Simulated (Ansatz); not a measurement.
The parent structure is CdI2 in the CdI2 type structure (space group P-3m1, No. 164; a = 4.242 Å, c = 6.824 Å; layered, stacked along the Cartesian z axis).

All numbers come from PBE-D3(BJ) in Ansatz (plane waves to 420 eV, PAW, spin-orbit coupling left out), earlier PAW set.

Before the change:

The band gap comes out as 2.30 eV.

One thing is altered: a free-standing slab of 2 layers (6 atoms, 3 a layer) is cut normal to the stacking axis, with 15 Å of vacuum and the in-plane cell relaxed.

Task: What does the calculation give for the excess energy per area of both faces after the change?

Result: The excess energy per area of both faces (slab less bulk energy over the cell's area: twice a surface energy) comes out as 0.23 J/m².

Task: How does this affect the band gap?

Result: The band gap increases by 0.06 eV to 2.36 eV.

Slab and bulk use different k-meshes, which limits the precision of the excess energy. Spin-orbit coupling, missing from the scalar runs, can matter with I. Whether these cells are dynamically stable was not tested.

Ansatz is an electronic-structure program.
